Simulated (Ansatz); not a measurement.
An Ansatz (a first-principles code) input (PBEsol (Ansatz; PAW; 420 eV plane waves; no spin-orbit coupling)):

Ansatz 0.2 input:
```yaml
crystal:
  lattice:
    - [0, 2.8966697968, 2.8966697968]
    - [2.8966697968, 0, 2.8966697968]
    - [2.8966697968, 2.8966697968, 0]
  atoms:
    - { symbol: Ge, position: [0, 0, 0] }
    - { symbol: Tl, position: [0.5, 0.5, 0.5] }
basis: { ecutwfc: 420, ecutrho_ratio: 4, xc_grid: 2, fft_grid_basis: typed }
kpoints: { mp_grid: { grid: [14, 14, 14] } }
hamiltonian:
  xc: pbesol
  dispersion: none
  pseudopotentials: { kind: paw }
scf: { occupations: { method: fermi_dirac, width: 0.05 }, convergence: { dr2_threshold: 0.0000000002 } }
output: { forces: true, stress: true }
checkpoint: { write: state.ck, write_every: 1000 }
```

Q: Which symmetry and how many k-points will the program report, and about how many plane waves at Γ?

A: Space group Fm-3m (ITA 225) with 48 operations, k-points 104 of 2744, and 941 plane waves at Γ.

No phonon test of stability was made. The final runs are not spin-polarised. An odd electron count without spin: TlGe. The cell was made from HfGe by this change: Hf → Tl; the result is a hypothetical phase, not in the database extracts checked.
